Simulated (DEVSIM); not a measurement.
System: Pd/SiO2/n-Si capacitor, at 250 K.

| layer (left to right) | material | thickness (nm) | Nd (cm⁻³) |
|---|---|---|---|
| 1 | SiO2 | 1.60 | - |
| 2 | Si | 9400 | 3.7e15 |

Metal gate on the left, work function 5.2 eV. Fixed charge at the semiconductor interface 1.3e10 cm⁻² (in units of +e); interface traps 5.8e11 cm⁻² eV⁻¹, uniform in energy, neutral level at 0.5 of the gap above the valence band.

The device is made up for the run: typed textbook-type constants, with dimensions and the other settings drawn at random. Values at 300 K; Nc and Nv go as T^1.5, mobilities as T to minus their exponent, the gap by Varshni's rule with the affinity fixed.

```tsv
parameter	SiO2	Si
gap (eV)	9	1.124
affinity (eV)	0.9	4.05
permittivity	3.9	11.7
Nc (cm⁻³)	-	2.86e19
Nv (cm⁻³)	-	3.1e19
Varshni α (eV/K)	-	0.000473
Varshni β (K)	-	636
```

Simulated with DEVSIM: 1D Poisson equation in equilibrium, Boltzmann statistics, complete ionisation; no quantum confinement or tunnelling. Metal contacts follow the ideal Schottky-Mott rule: no Fermi-level pinning, no interface dipoles.

The substrate doping was swept, all else fixed.

```tsv
substrate doping (cm^-3)	minimum of the low-frequency capacitance (μF/cm²)	flat-band voltage (V)	threshold voltage (band bending 2φF) (V)
1.8e14	0.0943	0.91	0.25
3.7e14	0.0961	0.93	0.23
7.4e14	0.0987	0.94	0.22
1.8e15	0.104	0.96	0.19
3.7e15	0.109	0.98	0.17
7.4e15	0.118	0.99	0.15
```

From the first row to the last the minimum of the low-frequency capacitance goes from 0.0943 to 0.118. From the first row to the last the flat-band voltage goes from 0.91 to 0.99.
